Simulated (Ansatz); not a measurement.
Defect migration in wurtzite ZnO: interstitial Li, charge state +1. The step: one Li atom jumps by itself; the atom moves 2.64 Å along (0.00, 0.01, 0.50) of the unit cell; the moving atom starts with neighbours 2 O at 1.93, O at 1.93; Zn at 2.44, Zn at 2.45, 3 Zn at 2.46, Zn at 2.47 Å and ends with 3 O at 1.93; 3 Zn at 2.45, 3 Zn at 2.47 Å. DFT values are from Ansatz (plane-wave PAW, 420 eV unless said) in a cell of 72 host sites, spin-restricted, static, with no finite-size correction. The charge state is imposed; whether it is stable for some Fermi level was not computed. Sites that were not tried may lie lower. For the PBE band: the saddle point's order was not checked, and it lies on a symmetry element of the cell, where a band can be held.

```json
[
 {"Level": "CHGNet universal potential (has no charge state), its own band", "Forward barrier (eV)": "0.56", "Cost of the band or of the saddle's single point": "-"},
 {"Level": "PBE, one k-point at (0.125, 0.250, 0.250), band relaxed", "Forward barrier (eV)": "0.66", "Cost of the band or of the saddle's single point": "very roughly 25 core-minutes"},
 {"Level": "PBE, a 2×2×2 k-point mesh shifted by half a step along c, same geometries", "Forward barrier (eV)": "0.66", "Cost of the band or of the saddle's single point": "roughly 6 core-minutes"},
 {"Level": "r2SCAN at 500 eV, one k-point at (0.125, 0.250, 0.250), same geometries", "Forward barrier (eV)": "0.69", "Cost of the band or of the saddle's single point": "around 3 core-minutes (rough)"}
]
```

Ansatz is a first-principles code.
